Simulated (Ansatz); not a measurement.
Functionals compared on the (111)B surface of zinc-blende GaAs, As-terminated, 2x2 with 1 H on 4 top atoms (bottom of the slab: 3 H on 4 bottom sites), in Ansatz (plane waves, PAW). The structure was relaxed with PBE; the other rows are single points on it. Cutoff 420 eV (500 eV for r2SCAN).

Slab: 36 atoms, 13.9 Å thick at the start with caps and adatoms (thin: gaps and levels are the slab's own); k 3x3x1, smearing 0.025 eV, dipole-corrected; 8 atoms held, the rest relaxed; symmetry of the start imposed; no spin (in PBE a spin-polarised start ends 0.03 eV a cell lower), no spin-orbit, no U. The slab shows no gap on its mesh. It is one candidate, not shown to be the stable structure of the face. These notes are the PBE run's.

```tsv
functional	work function of the top face (eV)	rough cost of the single point
PBE	5.42	–
r2SCAN	…	very roughly 10 core-minutes
```

Fill in the missing entries.


- r2SCAN, work function of the top face (eV): 5.67

Ansatz is a program for electronic structure.
